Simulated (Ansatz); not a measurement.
Input:

```yaml
crystal:
  lattice:
    - [2.81090, 0.00000, 0.00000]
    - [1.40545, 2.43431, 0.00000]
    - [0.00000, 0.00000, 4.23875]
  atoms:
    - { symbol: Os, position: [0.66667, 0.66667, 0.75000] }
    - { symbol: Os, position: [0.33333, 0.33333, 0.25000] }
```

No spin polarisation.

Computed with Ansatz (a first-principles code), PBEsol, PAW, cutoff 420 eV, spin-orbit coupling left out. k-mesh 24×24×14 (Γ-centred); smearing 0.1 eV (Fermi–Dirac).

**Question.** Predict the band gap, space group and in-plane stress.

**Answer.** The band gap is zero, the space group is P6_3/mmc (No. 194) and the mean in-plane stress (compression positive) is -22.4 GPa.

The cells carry an imposed strain or load. Stability against distortions was not tested. The final runs are not spin-polarised. The cell was made from Os in the hcp (Mg type) structure (space group P6_3/mmc, No. 194) by this change: biaxial strain +3.00 %, plane normal [001], relaxed out of plane.
